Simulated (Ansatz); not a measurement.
System: PtC (model structure, P-6m2, No. 187, 2 atoms in the cell). Method: LDA (Ansatz, a quantum-chemistry and plane-wave program, PAW).

Run with plane-wave cutoff 520 eV, 24×24×20 k mesh (along the axes of the cell as run), Fermi–Dirac smearing 0.05 eV, scalar-relativistic PAW data made under PBE.

Cell (relaxed at this level):

```cif
data_CPt
_chemical_formula_sum 'Pt1 C1'
_space_group_name_H-M_alt 'P-6m2'
_space_group_IT_number 187
_space_group_name_Hall 'P -6 2'
_cell_length_a 2.96431
_cell_length_b 2.96431
_cell_length_c 2.82760
_cell_angle_alpha 90.000
_cell_angle_beta 90.000
_cell_angle_gamma 120.000
loop_
_atom_site_label
_atom_site_type_symbol
_atom_site_symmetry_multiplicity
_atom_site_Wyckoff_symbol
_atom_site_fract_x
_atom_site_fract_y
_atom_site_fract_z
_atom_site_occupancy
Pt1 Pt 1 a 0.00000 0.00000 0.00000 1
C1 C 1 d 0.33333 0.66667 0.50000 1
```

Question: Give the computed bulk modulus B0.

Answer: 
* **bulk modulus B0**: 296 GPa

The run finds no gap.

Note: the bulk modulus is −V dP/dV from two relaxed cells at ±2 % in volume; the relaxation could raise the start's symmetry but not lower it, so the cell can be a saddle point.

Spin–orbit coupling is not included; it can open a gap where bands touch, and shift volumes and moduli.

Computed values are for the static lattice.

A model structure was made by putting elements into a prototype or built by hand; it is no filed structure, need not be a known phase, and can be a saddle point held by its symmetry.
